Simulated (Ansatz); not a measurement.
Data:

```yaml
crystal:
  lattice:
    - [2.38689, 1.37807, 4.30568]
    - [-2.38689, 1.37807, 4.30568]
    - [0.00000, -2.75614, 4.30568]
  atoms:
    - { symbol: Al, position: [0.64770, 0.64770, 0.64770] }
    - { symbol: Al, position: [0.14770, 0.14770, 0.14770] }
    - { symbol: Al, position: [0.35230, 0.35230, 0.35230] }
    - { symbol: Al, position: [0.85230, 0.85230, 0.85230] }
    - { symbol: O, position: [0.75000, 0.44431, 0.05569] }
    - { symbol: O, position: [0.05569, 0.75000, 0.44431] }
    - { symbol: O, position: [0.25000, 0.55569, 0.94431] }
    - { symbol: O, position: [0.55569, 0.94431, 0.25000] }
    - { symbol: O, position: [0.94431, 0.25000, 0.55569] }
    - { symbol: O, position: [0.44431, 0.05569, 0.75000] }
```

No spin polarisation.

Method: PBEsol (Ansatz, an electronic-structure program, PAW, no SOC). Settings: 8×8×8 k-points, 0.05 eV Fermi–Dirac smearing.

**Question.** What gap character does the calculation give?

**Answer.** Direct at Γ.

**Question.** What stress (xx, yy, zz, yz, xz, xy; compression positive) does the calculation give?

**Answer.** (0.91, 0.91, 3.55, 0.00, 0.00, 0.00) GPa.

**Question.** Predict the band gap.

**Answer.** 6.06 eV.

The cells carry an imposed strain or load. Whether these cells are dynamically stable was not tested. The cell was made from Al₂O₃ in the corundum structure (space group R-3c, No. 167) by this change: uniaxial strain ε_zz = −0.75 %.
